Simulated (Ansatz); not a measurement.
Start from Pt in the fcc (Cu type) structure (space group Fm-3m, No. 225; a = 3.895 Å; relaxed with 0.1 eV smearing). Axes: x, y, z lie along the cube axes.

Method: LDA (Ansatz, a first-principles code; PAW; 420 eV plane waves; no spin-orbit coupling).

For the base:

| Property | Value |
|---|---|
| Shortest interatomic distance | 275.4 pm |

It is then changed as follows: biaxial strain +2.50 %, plane normal [001], relaxed out of plane (Cartesian); in-plane vectors clamped, the third vector and the atoms free.

Task: What happens to the in-plane stress?

Result: The mean in-plane stress (compression positive) comes out as -5.2 GPa.

Task: What happens to the out-of-plane strain?

Result: The out-of-plane strain comes out as -3.59 %.

Task: What happens to the shortest interatomic distance?

Result: The shortest interatomic distance decreases by 1.37 pm (275.4 pm → 274.1 pm).

Whether these cells are dynamically stable was not tested. The final runs are not spin-polarised.
